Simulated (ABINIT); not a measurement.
# Short convergence ladders for Ca (Fm-3m, 1 atom in the cell)

```
CELL_PARAMETERS angstrom
      0.00000     2.79837     2.79837
      2.79837     0.00000     2.79837
      2.79837     2.79837     0.00000
ATOMIC_POSITIONS crystal
  Ca 0.00000 0.00000 0.00000
```

Base method: PBEsol, norm-conserving pseudopotentials (PseudoDojo nc-sr-04 PBEsol standard) (plane waves; ABINIT).

Base settings: pseudos = [Ca.upf]; ecut = 34 Ha; occopt = 7; tsmear = 0.00367493 Ha; ngkpt = 4 4 4; nshiftk = 1; shiftk = 0 0 0; potentials = PseudoDojo nc-sr-04 PBEsol standard; nband = 10; kptopt = 1.

The count of work is k-points × plane waves × bands × iterations; it is no time. Core times come from one kind of shared machine, to one figure; runs under 30 s give none.

**The cutoff for other potential files**

Level: DFT, PBEsol, plane waves, norm-conserving pseudopotentials (PseudoDojo nc-fr-04 PBEsol standard).

In this ladder: potentials = PseudoDojo nc-fr-04 PBEsol standard.

The second cell is the first with its lattice scaled by 0.98.

The mesh stays at the base's, so the ladder's end is converged at best in this setting alone.

Only quantities that move along the ladder and can be compared are tabulated.

```csv
ecut,free energy less the last step's (meV/atom),energy of the compressed cell less the first (meV/atom),pressure (GPa),count of work / last
15 Ha,1489.91,-20.82,-18.23,0.093
19 Ha,394.39,-8.45,-7.31,0.13
24 Ha,62.71,-10.62,-2.62,0.19
29 Ha,6.20,-10.27,-1.37,0.25
34 Ha,0.45,-10.24,-1.15,0.35
41 Ha,0.19,-10.23,-1.14,0.47
51 Ha,0.09,-10.22,-1.14,0.65
68 Ha,0.00,-10.22,-1.14,1.0
```

Coarsest ecut that holds the pressure within 1 GPa of the last step, with all finer ones: 29 Ha, at 0.25 of the last step's count of work; the step before is off by 1.5 GPa.

Coarsest ecut that holds the energy of the compressed cell less the first within 0.5 meV/atom of the last step, with all finer ones: 24 Ha, at 0.19 of the last step's count of work; the step before is off by 1.8 meV/atom.

Coarsest ecut that holds the free energy within 1 meV/atom of the last step, with all finer ones: 34 Ha, at 0.35 of the last step's count of work; the step before is off by 6.2 meV/atom.

The energy difference between the two cells stays within 1 meV/atom of the last step's from 24 Ha on, the total only from 34 Ha on: much of the error is common to both cells and cancels.

At the lowest cutoff the pressure lies 17.1 GPa under the last step's, the usual sign of Pulay stress in an incomplete plane-wave basis.

**The relaxed cell against the cutoff**

In this ladder: ionmov = 2; ntime = 40; tolmxf = 0.0002 Ha/bohr; optcell = 2; dilatmx = 1.08; ecutsm = 0.5 Ha.

The mesh stays at the base's, so the ladder's end is converged at best in this setting alone.

Only quantities that move along the ladder and can be compared are tabulated.

| ecut | relaxed volume (Å³/atom) | relaxation steps | core time / last (rough) |
|---|---|---|---|
| 17 Ha | 42.900 | 4 | – |
| 20 Ha | 40.999 | 12 | 0.7 |
| 24 Ha | 41.125 | 3 | – |
| 29 Ha | 41.087 | 3 | – |
| 34 Ha | 40.952 | 3 | – |
| 41 Ha | 41.080 | 4 | 0.4 |
| 51 Ha | 41.080 | 4 | 1 |
| 68 Ha | 41.081 | 4 | 1 |

Coarsest ecut that holds the relaxed volume within 0.205 Å³/atom of the last step, with all finer ones: 20 Ha; the step before is off by 1.8 Å³/atom.

At the lowest cutoff the cell relaxes to a volume 4.4 % larger than at the highest.

On the base run: the starting cell has typed, rounded lattice constants, without a prior relaxation at this level. Its lattice was rescaled by up to half a per cent. Without a gap this mesh is coarse (it stands for a supercell whose shortest vector is 16 Å).
